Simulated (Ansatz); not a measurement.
Cost and result by functional for the surface energy of the (110) surface of fcc Ca in its 1x1 cell, outermost plane spacing 1.96 Å in the ideal cut, in Ansatz (plane waves, PAW). Single points on the PBE structure, on one kind of machine; costs are rough ratios of the slab run's core time (references not counted) to the cheapest single point. r2SCAN's cost holds its higher cutoff (500 against 420 eV). Differences are taken against r2SCAN for comparison alone: no measured value is at hand, so the table doesn't rank accuracy.

Set-up: 6 atoms, 9.8 Å thick at the start (thin: gaps and levels are the slab's own); mesh 10x7x1; 0.1 eV smearing; dipole correction on; all atoms relaxed; start symmetry kept, larger cells not searched; no spin, no spin-orbit, no U. These notes are the PBE run's.

| functional | relative cost | surface energy (J/m²) | less r2SCAN (J/m²) |
|---|---|---|---|
| RPBE | 1 | 0.50 | -0.09 |
| LDA | 1 | 0.60 | 0.01 |
| PBEsol | 1 | 0.59 | -0.01 |
| r2SCAN | 3 | 0.60 | 0.00 |
| PBE (the relaxed run's value) | – | 0.54 | -0.05 |

The values span 0.10 J/m², while the single points' costs differ by a factor of roughly 3. Differences are of unrounded values.

Ansatz is a program for electronic structure.
